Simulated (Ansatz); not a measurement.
# SiC in the zinc blende structure (space group F-43m, No. 216)

```yaml
crystal:
  lattice:
    - [0.00000, 2.18986, 2.18986]
    - [2.18986, 0.00000, 2.18986]
    - [2.18986, 2.18986, 0.00000]
  atoms:
    - { symbol: C, position: [0.75000, 0.75000, 0.75000] }
    - { symbol: Si, position: [0.00000, 0.00000, 0.00000] }
```

Level of theory: Ansatz (a program for electronic structure) PBE, no spin-orbit coupling, earlier PAW set. Settings: 13×13×13 k-points, 0.05 eV Fermi–Dirac smearing.

The volume per atom comes out as 10.50 Å³. The density is 3.17 g/cm³ and the band gap comes out as 1.37 eV, indirect, Γ → X. The electron mass comes out as 0.68 mₑ along k, 0.23 mₑ across. The hole mass (degenerate bands, along [100]) is 0.36, 0.59, 0.59 mₑ and the lowest conduction-band minima above the VBM is X along ⟨100⟩ 1.37 eV. The total energy is -443.581 eV/atom (σ→0; compares only within this code and set-up).

Effective masses come from finite differences of ±0.01 Å⁻¹. Along k means along the line from Γ to the band edge. No phonon test of stability was made.
